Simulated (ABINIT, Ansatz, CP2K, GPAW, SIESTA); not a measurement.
## One structure in several programs: MgS (Fm-3m, 2 atoms in the cell)

Band-structure calculation.

```
MgS
1.0
    0.00000     2.61924     2.61924
    2.61924     0.00000     2.61924
    2.61924     2.61924     0.00000
Mg S
1 1
Direct
  0.00000   0.00000   0.00000
  0.50000   0.50000   0.50000
```

Shared settings, as Ansatz (a program for electronic structure) writes them: kpoints.mp_grid.grid = 7 7 7; scf.occupations.method = fermi_dirac; scf.occupations.width = 0.02 eV. Potentials and cutoffs stand in the table.

```
code                                                                                                                      model  gap along the path (eV)  smallest direct gap (eV)        cutoff
------  -----------------------------------------------------------------------------------------------------------------------  -----------------------  ------------------------  ------------
SIESTA  GGA PBE, numerical atomic orbitals DZP, PseudoDojo PBE standard norm-conserving potentials (rewritten from UPF to PSML)                     2.65                      3.69   grid 300 Ry
GPAW                                                                               PBE, GPAW PAW datasets PBE (gpaw-data 1.0.1)                     2.75                      3.56        850 eV
ABINIT                                                 PBE, norm-conserving pseudopotentials (PseudoDojo nc-sr-05 PBE standard)                     2.74                      3.56         42 Ha
Ansatz                                                                                                   PBE, default PAW files                     2.75                      3.56        420 eV
CP2K                                                    PBE, GPW, DZVP-MOLOPT-SR-GTH basis, GTH-PBE potentials (GTH_POTENTIALS)                     2.61                      3.46  grid 1000 Ry
```

The spread over the programs that give each value: gap along the path within 0.14 eV; smallest direct gap within 0.23 eV.

SIESTA and CP2K use small atom-centred bases, whose incompleteness enters pressures, forces and empty levels differently from a plane-wave cutoff.

The starting cell comes from a database of computed structures (which also holds hypothetical and non-ambient phases and stackings), without a prior relaxation at this level. Its lattice was rescaled by a random factor within 2.5 % of one.

Left out of this page: Quantum ESPRESSO, Elk and FLEUR (not drawn, or without a comparable value).

Keys are those of Ansatz 0.2.
